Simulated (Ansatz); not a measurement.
This concerns the energy of configuration A over configuration B. The value is E(A) − E(B).

Cell A: a stack of composition ZrGe2As4 on the in-plane vectors of As (R-3m) (0001), but not a cut of that crystal, 7 atoms, hexagonal cell of 3.78 Å (12.4 Å²), symmetry P-3m1, 10.2 Å thick under 16 Å of vacuum, so it may be strained; planes from bottom to top: As | Ge | As | Zr | As | Ge | As; foreign atoms: Zr bound to 6 As at 2.69 Å; two times Ge bound to 4 As at 2.39–2.46 Å; a model cell; spin state with PBE: run without spin, k-point mesh 9×9×1.
```xyz
7
Lattice="3.7837 0.0000 0.0000 -1.8919 3.2768 0.0000 0.0000 0.0000 25.7627" Properties=species:S:1:pos:R:3 pbc="T T T"
Zr     0.0000     2.1845    12.8813
As     1.8919     1.0923    14.4519
Ge     1.8919     1.0923    16.8435
As     0.0000     0.0000    17.9661
As     0.0000     0.0000    11.3108
Ge     0.0000     0.0000     8.9192
As     1.8919     1.0923     7.7966
```

Cell B: a stack of composition ZrGe2As4 on the in-plane vectors of As (R-3m) (0001), but not a cut of that crystal, 7 atoms, hexagonal cell of 3.78 Å (12.4 Å²), symmetry P-6m2, 10.2 Å thick under 16 Å of vacuum, so it may be strained; planes from bottom to top: As | Ge | As | Zr | As | Ge | As; foreign atoms: Zr bound to 6 As at 2.69 Å; two times Ge bound to 4 As at 2.40–2.46 Å; a model cell; spin state with PBE: run without spin, k-point mesh 9×9×1.
```xyz
7
Lattice="3.7837 0.0000 0.0000 -1.8919 3.2768 0.0000 0.0000 0.0000 25.7627" Properties=species:S:1:pos:R:3 pbc="T T T"
Zr     0.0000     2.1845    12.8813
As     1.8919     1.0923    14.4459
Ge     1.8919     1.0923    16.8486
As     0.0000     0.0000    17.9775
As     1.8919     1.0923    11.3168
Ge     1.8919     1.0923     8.9141
As     0.0000     0.0000     7.7852
```

All numbers come from Ansatz (an electronic-structure program), plane waves with PAW, its default PAW set, cutoff 420 eV, 500 eV for r2SCAN. The structures are at rest with PBE+D3(BJ), within the held lattices; other levels are single points on them. Neutral cells; Fermi-Dirac smearing of at most 0.05 eV in the solids, energies taken to zero width. The lattices are those relaxed with PBE+D3(BJ) or held as stated, so at other levels the solids can be strained, which adds to the spread. A dispersion term (D3(BJ), or D4 for r2SCAN) was computed beside these levels and is taken off wherever the name lacks it. Static lattices, no vibrational contributions. The structures are the rest points that the relaxations reached, not proven lowest. No correction for cell size. Cell A has symmetry P-3m1 and got no random move, so less symmetric positions, which may lie lower, weren't tried. Cell B has symmetry P-6m2 and got no random move, so less symmetric positions, which may lie lower, weren't tried.

### Question
What is the computed value (r2SCAN+D4)?

### Answer
-0.08 eV for A less B, so A lies lower.

### Question
What do the other levels give, and how wide is the spread?

### Answer
```tsv
Level	value (eV)	less r2SCAN+D4
PBE	-0.12	-0.04
PBE+D3(BJ)	-0.13	-0.05
r2SCAN	-0.08	0.00
```

The levels span only 0.05 eV, too little to tell them apart.
